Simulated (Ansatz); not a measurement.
Free triangular strip chain of Sb atoms

Level of theory: PBE (plane waves to 420 eV, PAW; Ansatz, an electronic-structure program). Mesh 1×1×100. No spin polarisation, so a magnetic state wasn't tested. Isolated but for its images some 11 Å away. A hypothetical model. It keeps the symmetry and period of its start, so it need not be a minimum against all distortions. Pairing along the axis, which can open a gap, is among the distortions not tried. Values not marked SOC lack spin–orbit coupling.

| Quantity | Value |
|---|---|
| period along the axis (2 atoms) | 2.972 Å |
| PBE gap | none (under 0.01 eV) |
| crossings of the Fermi level between Γ and the zone edge (49 points) | 3, each for both spins (ideal conductance 3 × 2e²/h) |

```yaml
crystal:
  lattice:
    - [14.00000, 0.00000, 0.00000]
    - [0.00000, 11.00000, 0.00000]
    - [0.00000, 0.00000, 2.97188]
  atoms:
    - { symbol: Sb, position: [0.40695, 0.50000, 0.00000] }
    - { symbol: Sb, position: [0.59305, 0.50000, 0.50000] }
```
